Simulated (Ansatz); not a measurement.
A user runs Ansatz (a quantum-chemistry and plane-wave program) on Ga2Cu (P1, 3 atoms in the cell) and asks whether the run is sound. The aim is a self-consistent single point with DFT, PBEsol, plane waves, default PAW files made with PBE.

Input as run:

Ansatz 0.2 input:
```yaml
crystal:
  lattice:
    - [2.830000, 0.000000, 0.000000]
    - [0.000000, 2.830000, 0.000000]
    - [0.000000, 0.000000, 5.839000]
  atoms:
    - { symbol: Ga, position: [0.511841, 0.507589, 0.294162] }
    - { symbol: Ga, position: [0.493084, 0.501807, 0.708993] }
    - { symbol: Cu, position: [-0.004926, -0.009396, -0.003156] }
basis:
  ecutrho_ratio: 1
kpoints:
  mp_grid: { grid: [12, 12, 6] }
hamiltonian:
  xc: pbesol
  pseudopotentials: { kind: paw }
scf:
  occupations: { method: fermi_dirac, width: 0.1 }
output:
  forces: true
  eigenvalues: true
  stress: true
```

Log, with long lists cut:

```
WARN basis.ecutwfc = 420 eV, the default
WARN basis.ecutrho_ratio = 1 (ecutrho = 420 eV) is below the records' recommended cutoff
   [... lines left out ...]
Pseudopotential: Cu, paw, valence charge 19
Crystal: 3 atoms, lattice volume = 46.764 Å³
Basis set: ecut = 420 eV, 927 PW (Γ), exchange–correlation on 32×32×60 points (8 copies of the dense FFT grid, shifted against one another)
Bands: 27, of which v1, the nominal top of the filled ones, is band 23 counted from 1 (22 counted from 0)
Symmetry: 1 space group operations
Space group: P1 (ITA 1), of the structure as read, at distance tolerance 3.6e-5 Å
k-points: 436 of 864 (time reversal used)
PAW frozen core: Ga, regenerated for the run's functional, and the local potential with it
PAW frozen core: Cu, regenerated for the run's functional, and the local potential with it
Initial density: superposition of atomic densities (neutral atoms: chi_scale 0, normalization atom), corrected by the library's trained network
Initial wavefunctions: pseudopotential atomic-orbital guess
Eigensolver: davidson
Functional: x = pbesol(κ = 0.804, μ = 0.12345679012345678), c = pbesol(β = 0.046)
SCF iter   1: F=—  HF=-14080.960137 eV  |F-HF|=—  |Δ(HF+E_count)|=         —  Δρ=3.88e-3  dr2=4.70e-3  ethr=1.77e-3  ⟨swp⟩=5.2  Hψ=42431  notcnv=0
all-band conjugate gradients solve this SCF's bands
preconditioner: auto → LDOS
SCF iter   2: F=—  HF=-14080.960157 eV  |F-HF|=—  |Δ(HF+E_count)|=   2.09e-5  Δρ=1.66e-3  dr2=1.15e-3  ethr=1.04e-5  ⟨swp⟩=2.0  Hψ=23623  notcnv=0
   [... lines left out ...]
SCF iter   5: F=—  HF=-14080.959385 eV  |F-HF|=—  |Δ(HF+E_count)|=   1.10e-4  Δρ=1.91e-4  dr2=1.07e-5  ethr=8.71e-8  ⟨swp⟩=2.0  Hψ=19861  notcnv=0
SCF iter   6: F=—  HF=-14080.959383 eV  |F-HF|=—  |Δ(HF+E_count)|=   1.67e-6  Δρ=6.41e-5  dr2=1.51e-6  ethr=2.38e-8  ⟨swp⟩=2.0  Hψ=13985  notcnv=0
SCF iter   7: F=-14080.959383 eV  HF=-14080.959383 eV  |F-HF|=6.47e-8  |Δ(HF+E_count)|=   1.42e-7  Δρ=1.29e-5  dr2=6.65e-8  ethr=2.22e-10  ⟨swp⟩=3.5  Hψ=47112  notcnv=0
SCF 1 converged in 7 iterations: F = -14080.959383 eV  dr2 = 6.65e-8
Free energy (F): -14080.959383 eV
Internal energy: -14080.932735 eV  (E = F + TS)
E sigma→0 (E₀):  -14080.946059 eV
Entropy (-TS):   -0.026648 eV (-8.883 meV/atom)
Fermi energy:    12.180627 eV
--- Forces (eV/Å), atoms counted from 1 ---
  atom   1  Ga    -0.18890296    -0.09507782    -0.89578111
  atom   2  Ga     0.14899521    -0.03874000     1.14583640
  atom   3  Cu     0.03990455     0.13381220    -0.25005973
--- Stress (GPa, compression-positive) ---
       59.924001       0.143799      -0.461585
        0.143799      59.838763       0.008522
       -0.461585       0.008522      65.900848
  P = ⅓ Tr σ = 61.8879 GPa (618.879 kbar)
  The stress holds the Pulay correction, which leaves out the density cutoff's part. Without it, at fixed plane waves, as pw.x and ABINIT print it …
settings of this run that can trade accuracy for cost: basis.ecutrho_ratio < 4. Do not mix this run's numbers with those of runs without the same settings …
```

Problem. Can these results be used? Check the input.

Solution. The run is not sound. The fault is a density cutoff or grid that is too coarse. The charge density holds wave vectors up to twice those of the orbitals (four times the energy cutoff), and augmentation charges need more still. To fix it, restore the density cutoff. The run converged in 7 iterations without an error; against the sound input the free energy drops by 1.84 eV/atom, the pressure goes from -3.73 to 61.89 GPa and the largest force goes from 0.861 to 1.156 eV/Å. The full log also holds (shortened here): “WARN basis.ecutrho_ratio = 1 (ecutrho = 420 eV) is below the records' recommended cutoff”. At a fixed set of plane waves, without the program's Pulay estimate, the pressure is 61.80 GPa against -3.79 GPa.

The sound input it was made from differs as follows (other fixes are possible):
```diff
-basis:
-  ecutrho_ratio: 1
```

With that input, the run converged in 8 iterations: free energy E − TS (on the zero of these files) -14075.4378 eV; Fermi level (on the code's own zero) 12.18 eV; pressure -3.73 GPa; largest force (vector length) 0.861 eV/Å (DFT, PBEsol, plane waves, default PAW files made with PBE).

On the sound input: the starting cell comes from a database of published, mostly measured structures (it also holds non-ambient and calculated ones), without a prior relaxation at this level. Its atoms were displaced at random from the sites of space group no. 123. Spin polarisation is off. With a pressure of about -4 GPa the cell is away from its equilibrium volume at this level. Ansatz's pressure includes its estimate of the finite-basis (Pulay) stress.
